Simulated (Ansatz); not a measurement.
The reference is TlBr in the CsCl type structure (space group Pm-3m, No. 221; a = 3.840 Å).

Computed with LDA (Ansatz, a quantum-chemistry and plane-wave program, PAW, no SOC).

Strains are applied to the cell and any free atomic positions relax.

One change was made to it. Results:

The energy increases by 21 meV/atom; the band gap increases by 0.25 eV to 1.62 eV; the electron mass goes from 0.12 mₑ along k, 0.19 mₑ across (at X) to 0.14 mₑ along k, 0.20 mₑ across (at X); the pressure drops by 2.367 GPa, from -0.01 GPa to -2.37 GPa.

### Question
Which of these changes matches the shifts?
A) isotropic strain +2.00 %
B) isotropic strain −1.00 %
C) isotropic strain −1.50 %
D) isotropic strain −0.50 %
E) isotropic strain +3.00 %

### Answer
E, isotropic strain +3.00 %. For comparison, the band gap in the other runs: isotropic strain −0.50 % gives 1.32 eV; isotropic strain −1.00 % gives 1.27 eV; isotropic strain +2.00 % gives 1.54 eV; isotropic strain −1.50 % gives 1.22 eV.

With Tl present, leaving out spin-orbit coupling can change the band edges. Masses are band curvatures over ±0.01 Å⁻¹ around the edge. Along k means along the line from Γ to the band edge. Whether these cells are dynamically stable was not tested.
